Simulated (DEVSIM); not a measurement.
System: Schottky contact on n-type GaN, at 300 K.

Layer 1 from the left is GaN, thickness (μm) 0.790, Nd (cm⁻³) 3.8e15, τn (s) 1.5e-9, τp (s) 1.5e-9.

Left contact: Schottky, work function 5.14 eV, emission velocity 9.1e6 cm/s. Right contact: ohmic. Voltage is applied to the left contact. Recombination: SRH at mid-gap, Auger. Mobility is μmin + (μ − μmin)/(1 + (N/Nref)^α).

The device is made up for the run: typed textbook-type constants, with dimensions and the other settings drawn at random. Values at 300 K.

GaN: gap (eV) 3.43, affinity (eV) 4.1, permittivity 9.5, Nc (cm⁻³) 2.3e18, Nv (cm⁻³) 4.6e19, μn (cm²/Vs) 1200, μp (cm²/Vs) 100, μn,min 55, μp,min 3, Nref,n 2e17, Nref,p 3e17, αn 1, αp 2, Cn (cm⁶/s) 1e-30, Cp (cm⁶/s) 1e-30.

Simulated with DEVSIM: 1D drift-diffusion, Boltzmann statistics, complete ionisation; no tunnelling, impact ionisation, image-force lowering or self-heating. Metal contacts follow the ideal Schottky-Mott rule: no Fermi-level pinning, no interface dipoles.

Dark forward current:

```tsv
|V| (V)	|J| (A/cm²)
0.05	5.447e-11
0.10	4.285e-10
0.15	2.998e-9
0.20	2.063e-8
0.25	1.415e-7
0.30	9.694e-7
0.35	6.631e-6
0.40	4.527e-5
0.45	0.0003084
0.50	0.002094
0.55	0.01415
0.60	0.09494
0.65	0.6287
0.70	4.035
0.75	23.49
0.80	103.7
0.85	294.5
0.90	583.0
0.95	931.8
1.00	1316
1.05	1722
1.10	2141
```

Question: Work out the local ideality factor n = ΔV / (kT/q · ln(J2/J1)) between the rows 0.15 and 0.20 V, 1.05 and 1.10 V.

Answer: kT/q = 25.85 mV. From 0.15 to 0.20 V: ln(2.063e-8/2.998e-9) = 1.929, n = 1.00, near the 1 of diffusion or emission over a barrier. From 1.05 to 1.10 V: ln(2141/1722) = 0.218, n = 8.88; the layers' resistance at their doping, Σ W/(qμN) = 0.00011 Ω cm², would take 46 mV of this step of 50 mV.

Question: Estimate the current at 0.40 V for emission alone, J0 = q v N_band exp(−φB/kT), and read the barrier back from the simulated current.

Answer: φB = 1.040 eV, N_band = 2.30e18 cm⁻³, J0 = 1.13e-11 A/cm²; J = J0 (exp(qV/kT) − 1) = 5.93e-5 A/cm². The simulation gives 4.53e-5 A/cm²; the estimate lies 31 % above. Read backwards, the simulated current gives an apparent barrier of 1.047 eV. The estimate leaves out transport through the depletion region and minority injection.
